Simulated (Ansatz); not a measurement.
## A computed series for BeTe: response to strain

The parent structure is BeTe in the zinc blende structure (space group F-43m, No. 216; a = 5.657 Å).

Strains are applied to the cell and any free atomic positions relax.

Calculations: Ansatz (a program for electronic structure), r2SCAN, PAW, cutoff 500 eV, no spin-orbit coupling.

```csv
isotropic strain (%),pressure (GPa)
0,0.0
0.5,-0.9
1,-1.7
1.5,-2.4
2,?
2.5,-3.8
3,-4.4
```

Fit P = P₀ − Bδ + Cδ² with δ = (1 + ε)³ − 1 to the rows shown and predict the withheld row.

Least squares on the printed values gives P₀ = 0.0 GPa, B = 58.4 GPa, C = 121 GPa (largest residual 0.0 GPa); this predicts -3.1 GPa, and the run gives -3.1 GPa, in agreement.

Whether these cells are dynamically stable was not tested.
